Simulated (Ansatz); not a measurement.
Start from RbBr in the rock salt structure (space group Fm-3m, No. 225).

```
RbBr
1.0
    0.00000     3.42164     3.42164
    3.42164     0.00000     3.42164
    3.42164     3.42164     0.00000
Rb Br
1 1
Cartesian
  0.00000   0.00000   0.00000
  3.42164   3.42164   3.42164
```

Cartesian axes are those of the cell as printed.

Method: Ansatz (an electronic-structure program) PBEsol, spin-orbit coupling left out.

Before the change:

| Item | Value |
|---|---|
| Shortest interatomic distance | 3.422 Å |
| Valence-band top at Γ | 0.00, 0.00, 0.00 eV |
| Band gap | 4.22 eV |

Now apply this change: a pure shear with ε_xy = ε_yx = 0.0086, atoms relaxed at fixed cell.

Task: Estimate the effect on the shortest interatomic distance.

Result: The shortest interatomic distance remains 3.422 Å.

Task: How does this affect the valence-band top at Γ?

Result: The valence-band top at Γ (three highest levels, from the VBM) becomes 0.00, -0.01, -0.03 eV (base: 0.00, 0.00, 0.00 eV).

Task: Estimate the effect on the stress.

Result: The stress (xx, yy, zz, yz, xz, xy; compression positive) is (0.01, 0.01, 0.01, 0.00, 0.00, -0.07) GPa.

Task: What does the calculation give for the band gap after the change?

Result: The band gap decreases by 0.01 eV, from 4.22 eV to 4.21 eV.

Task: Estimate the effect on the energy relative to the base.

Result: The energy stays essentially unchanged.

The cells carry an imposed strain or load. Whether these cells are dynamically stable was not tested.
